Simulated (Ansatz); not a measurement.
B20 (FeSi-type) CoSi, treated with RPBE (plane waves, PAW; Ansatz, a quantum-chemistry and plane-wave program).

Numerical settings: plane-wave cutoff 520 eV, 12×12×12 k mesh, Fermi–Dirac smearing 0.05 eV, no spin polarisation, scalar-relativistic PAW data made under PBE.

Cell (relaxed at this level):

```xyz
8
Lattice="4.4581 0.0000 0.0000 0.0000 4.4581 0.0000 0.0000 0.0000 4.4581" Properties=species:S:1:pos:R:3 pbc="T T T"
Co     3.8126     2.8745     1.5835
Co     1.5835     3.8126     2.8745
Co     0.6455     0.6455     0.6455
Co     2.8745     1.5835     3.8126
Si     0.6990     1.5301     2.9280
Si     2.9280     0.6990     1.5301
Si     3.7591     3.7591     3.7591
Si     1.5301     2.9280     0.6990
```

**Question.** What does this level give for the bulk modulus and pressure derivative B′ of the bulk modulus?

**Answer.** 
- bulk modulus: 207 GPa
- pressure derivative B′ of the bulk modulus: 5.0

The run finds no gap.

Measured, for comparison: bulk modulus 207 GPa (temperature not stated, not corrected to a static lattice; as tabulated in Electronic Structure of B20 (FeSi-Type) Transition-Metal Monosilicides …). Computed (rounded) less measured: bulk modulus 0.0 %.

Note: the bulk modulus comes from volumes at which shape and atoms were relaxed.

The result took roughly 19 core-minutes.
